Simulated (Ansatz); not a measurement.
A zone-centre phonon calculation of LaSi2Ag2 (I4/mmm, 5 atoms in the cell) with Ansatz (a quantum-chemistry and plane-wave program).

Computed with LDA (PW92), default PAW files made with PBE (plane waves; Ansatz).

```xyz
5
Lattice="-2.1632 2.1632 5.3560 2.1632 -2.1632 5.3560 2.1632 2.1632 -5.3560" Properties=species:S:1:pos:R:3 pbc="T T T"
La     0.0000     0.0000     0.0000
Si     0.0000     0.0000     6.5302
Si     0.0000     0.0000     4.1819
Ag     2.1632     0.0000     2.6780
Ag     0.0000     2.1632     2.6780
```

Reference input (self-consistent single point, DFT, LDA (PW92), plane waves, default PAW files made with PBE): basis.ecutwfc = 420 eV; kpoints.mp_grid.grid = 9 9 9; hamiltonian.xc = lda; hamiltonian.pseudopotentials = {kind: paw} (the program's default PAW files); scf.occupations.method = fermi_dirac; scf.occupations.width = 0.1 eV. This run's input differs from it in these lines:

```diff
@@ -20,6 +20,5 @@
   occupations: { method: fermi_dirac, width: 0.1 }
-output:
-  forces: true
-  eigenvalues: true
-  stress: true
+  convergence: { dr2_threshold: 1.0e-07 eV }
+phonons:
+  method: dfpt
```

The program printed (abridged):

```
SCF iter   1: F=—  HF=-22212.299782 eV  |F-HF|=—  |Δ(HF+E_count)|=         —  Δρ=7.62e-3  dr2=4.76e-2  ethr=1.77e-3  ⟨swp⟩=6.0  Hψ=16386  notcnv=0
all-band conjugate gradients solve this SCF's bands
preconditioner: auto → Kerker (q_TF=auto, 2.483 Å⁻¹)
SCF iter   2: F=—  HF=-22212.290974 eV  |F-HF|=—  |Δ(HF+E_count)|=   8.81e-3  Δρ=3.09e-3  dr2=1.18e-2  ethr=8.35e-5  ⟨swp⟩=2.3  Hψ=8202  notcnv=0
SCF iter   3: F=—  HF=-22212.288870 eV  |F-HF|=—  |Δ(HF+E_count)|=   2.10e-3  Δρ=1.49e-3  dr2=4.24e-3  ethr=2.07e-5  ⟨swp⟩=1.7  Hψ=4915  notcnv=0
SCF iter   4: F=—  HF=-22212.287759 eV  |F-HF|=—  |Δ(HF+E_count)|=   1.11e-3  Δρ=2.75e-4  dr2=1.35e-4  ethr=7.43e-6  ⟨swp⟩=2.0  Hψ=6677  notcnv=0
SCF iter   5: F=—  HF=-22212.287726 eV  |F-HF|=—  |Δ(HF+E_count)|=   3.28e-5  Δρ=8.67e-5  dr2=9.62e-6  ethr=2.37e-7  ⟨swp⟩=2.0  Hψ=6281  notcnv=0
SCF iter   6: F=—  HF=-22212.287706 eV  |F-HF|=—  |Δ(HF+E_count)|=   1.97e-5  Δρ=2.81e-5  dr2=7.90e-7  ethr=1.69e-8  ⟨swp⟩=2.0  Hψ=6670  notcnv=0
SCF iter   7: F=-22212.287706 eV  HF=-22212.287706 eV  |F-HF|=3.32e-8  |Δ(HF+E_count)|=   1.41e-7  Δρ=7.45e-6  dr2=6.54e-8  ethr=1.75e-10  ⟨swp⟩=11.2  Hψ=31367  notcnv=0
SCF 1 converged in 7 iterations: F = -22212.287706 eV  dr2 = 6.54e-8
DFPT response loops at Γ: preconditioner auto → Kerker (q_TF=auto, 2.483 Å⁻¹) (partly filled bands, converged f_vac=0.000) …
Free energy (F): -22212.287706 eV
Internal energy: -22212.243895 eV  (E = F + TS)
E sigma→0 (E₀):  -22212.265801 eV
Entropy (-TS):   -0.043811 eV (-8.762 meV/atom)
Fermi energy:    12.729816 eV
--- Phonons (Γ-DFPT): 6 representative perturbations + reference, on 125 of 729 k-points (Σ response iterations 26) ---
  k mesh reduced under 4 symmetry operations, with k and −k counted as one. Each operation leaves every solved displacement unchanged or reverses it
  ASR residual: 4.646e-3 → 0.000e0 eV/Å²; symmetrization residual: 5.974e-7 eV/Å²
  ASR residual per site (eV/Å²): 4.65e-3 5.76e-4 5.76e-4 4.11e-3 4.11e-3
  Γ frequencies (cm⁻¹): 0.00 0.00 0.00 83.38 83.38 86.14 101.07 101.07 111.84 184.25 202.40 202.40 232.04 232.04 403.00
  non-analytic LO–TO correction: not included (Born effective charges unavailable; polar crystals: no LO–TO splitting at Γ)
```

The run converged in 7 iterations. 

Summary of the result:
* **Free energy E − TS (on the zero of these files)**: -22212.2877 eV
* **Fermi level (on the code's own zero)**: 12.73 eV
* **Zone-centre frequencies (cm⁻¹; negative means imaginary)**: 0, 0, 0, 83, 83, 86, 101, 101, 112, 184, 202, 202, 232, 232, 403

The starting cell comes from a database of computed structures (which also holds hypothetical and non-ambient phases and stackings), without a prior relaxation at this level. Its lattice was rescaled by up to half a per cent.

Cost on one core of a shared machine: roughly 10 min.

Keys are those of Ansatz 0.2.
